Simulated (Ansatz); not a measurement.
The reference is C in the diamond structure (space group Fd-3m, No. 227; a = 3.5317 Å). Axes: x, y, z lie along the cube axes.

Level of theory: LDA in Ansatz (plane waves to 420 eV, PAW, no SOC).

For the base:

```
Property                            Result
---------------------  -------------------
Valence-band top at Γ  0.00, 0.00, 0.00 eV
```

Now apply this change: the cell is compressed by 1.00 % along z with no lateral relaxation; the atoms relax in the strained cell.

Question: What does the calculation give for the valence-band top at Γ after the change?

Answer: The valence-band top at Γ (three highest levels, from the VBM) goes from 0.00, 0.00, 0.00 eV to 0.00, -0.15, -0.15 eV.

Question: What does the calculation give for the stress after the change?

Answer: The stress (xx, yy, zz, yz, xz, xy; compression positive) amounts to (1.57, 1.57, 11.18, 0.00, 0.00, 0.00) GPa.

Question: Predict the new energy relative to the base.

Answer: The energy increases by 1.9 meV/atom.

The levels and masses belong to the bands next to the band gap. No phonon test of stability was made.

Ansatz is a first-principles code.
